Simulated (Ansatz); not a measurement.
The parent structure is CuAu (space group P4/mmm, No. 123; a = 2.813 Å, c = 3.593 Å; relaxed with 0.1 eV smearing). Axes: x, y, z lie along a, b, c of the conventional cell.

Method: plane-wave PAW DFT at the PBEsol level (Ansatz, an electronic-structure program, 420 eV), no spin-orbit coupling.

Strains are applied to the cell and any free atomic positions relax.

One change was made to it. Results:

| quantity | base | after |
|---|---|---|
| energy relative to the base (free energy F) | 0 meV/atom | +3.7 meV/atom |
| shortest interatomic distance | 5.065 bohr | 5.004 bohr |

Task: Name the change that was made.
(A) tensor shear ε_xz = +0.57 %
(B) tensor shear ε_xz = +2.00 %
(C) tensor shear ε_xz = +0.86 %
(D) tensor shear ε_xz = +1.71 %

Result: D, tensor shear ε_xz = +1.71 %. For comparison, the energy relative to the base in the other runs: tensor shear ε_xz = +0.57 % gives +0.4 meV/atom; tensor shear ε_xz = +2.00 % gives +5.1 meV/atom; tensor shear ε_xz = +0.86 % gives +0.9 meV/atom.

Stability against distortions was not tested. The final runs are not spin-polarised.
